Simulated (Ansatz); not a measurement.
The starting structures come from a database of crystals and need not be the phases stable at ambient conditions.

 Where the default PAW files enter, the runs use the earlier of Ansatz's two default sets.

The decay constant κ of evanescent states in the gap governs leakage through a thin film.

Input:

```yaml
crystal:
  lattice:
    - [4.88179, 0.04073, 0.00832]
    - [-0.48181, 8.66400, -0.03590]
    - [0.09057, 0.71462, 3.51456]
  atoms:
    - { symbol: V, position: [0.62056, 0.13593, 0.67674] }
    - { symbol: V, position: [0.37944, 0.86407, 0.32326] }
    - { symbol: Hg, position: [0.81516, 0.57432, 0.14377] }
    - { symbol: Hg, position: [0.18484, 0.42568, 0.85623] }
    - { symbol: O, position: [0.51775, 0.32781, 0.60758] }
    - { symbol: O, position: [0.48225, 0.67219, 0.39242] }
    - { symbol: O, position: [0.95068, 0.15336, 0.65408] }
    - { symbol: O, position: [0.04932, 0.84664, 0.34592] }
    - { symbol: O, position: [0.51969, 0.09002, 0.20596] }
    - { symbol: O, position: [0.48031, 0.90998, 0.79404] }
```

Space group of this cell: P-1. The cell was relaxed by PBE-D3(BJ); by r2SCAN its mean pressure is -2.3 GPa.

Transport runs along the normal of the first two printed cell vectors.

No gap correction and no spin-orbit coupling; mid-gap values are interpolated between computed energies.

### Question
State the band gap and the smallest decay constant κ at mid-gap according to r2SCAN run with Ansatz (a first-principles code).

### Answer
Gap 2.25 eV on a 6×4×8 mesh; κ = 0.241 1/Å, at the zone centre.
